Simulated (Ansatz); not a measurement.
The starting structures come from a database of crystals and need not be the phases stable at ambient conditions.

**Evanescent states of HgO (P3_121, 6 atoms a cell, 17.1 Å³ an atom, -3 GPa at this level) along the normal of (001)**

The numbers are results of PBEsol (plane waves, PAW; Ansatz, a program for electronic structure), not measurements.

The gap is the functional's own, uncorrected, and κ follows it; spin-orbit coupling is left out. Mid-gap means the computed energy nearest the middle.

Energies count from the valence-band top; κ is the least over a 12×12 mesh across the current.

| E (eV) | κ (1/Å) | where |
|---|---|---|
| 0.04 | 0.106 | off Γ |
| 0.12 | 0.193 | off Γ |
| 0.20 | 0.241 | Γ |
| 0.28 | 0.277 | Γ |
| 0.36 | (withheld) | Γ |
| 0.44 | (withheld) | Γ |
| 0.52 | (withheld) | Γ |
| 0.60 | (withheld) | off Γ |
| 0.68 | (withheld) | off Γ |
| 0.76 | (withheld) | off Γ |
| 0.84 | (withheld) | off Γ |
| 0.92 | (withheld) | off Γ |
| 1.00 | (withheld) | off Γ |
| 1.08 | 0.227 | off Γ |
| 1.16 | 0.194 | off Γ |
| 1.24 | 0.154 | off Γ |
| 1.32 | 0.099 | off Γ |

Fill in the missing entries.


- 0.36, κ (1/Å): 0.308
- 0.44, κ (1/Å): 0.336
- 0.52, κ (1/Å): 0.347
- 0.60, κ (1/Å): 0.342
- 0.68, κ (1/Å): 0.327
- 0.76, κ (1/Å): 0.311
- 0.84, κ (1/Å): 0.292
- 0.92, κ (1/Å): 0.273
- 1.00, κ (1/Å): 0.251
